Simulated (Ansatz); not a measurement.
Take ZnCu in the CsCl type structure (space group Pm-3m, No. 221; a = 2.964 Å) as the base.

Structures relaxed with DFT with PBE, PAW potentials and a 420 eV plane-wave cutoff in Ansatz (a first-principles code), spin-orbit coupling left out.

Base:

Simulated powder pattern, Co Kα, λ = 1.79026 Å (kinematic, ideal powder, no thermal factors, no anomalous dispersion; the 10 strongest lines at most, above 2 %, up to 2θ = 90°):

| 2θ (°) | I/Imax (%) | hkl |
|---|---|---|
| 50.57 | 100 | (110) |
| 74.32 | 15 | (200) |

After one change:

Simulated powder pattern, Co Kα, λ = 1.79026 Å (kinematic, ideal powder, no thermal factors, no anomalous dispersion; the 10 strongest lines at most, above 2 %, up to 2θ = 90°):

```tsv
2θ (°)	I/Imax (%)
51.02	100
75.04	15
```

### Question
What was done to the base?
(A) pressure 7 GPa
(B) pressure 3 GPa
(C) pressure −2 GPa
(D) pressure 15 GPa

### Answer
B, pressure 3 GPa. Its volume per atom is 12.70 Å³ against 13.02 Å³, and its space group is Pm-3m (No. 221).

Load acts through the strain it causes; cell and atoms are relaxed under it. Stability against distortions was not tested. No other phases were tried under pressure. All final runs are without spin polarisation.
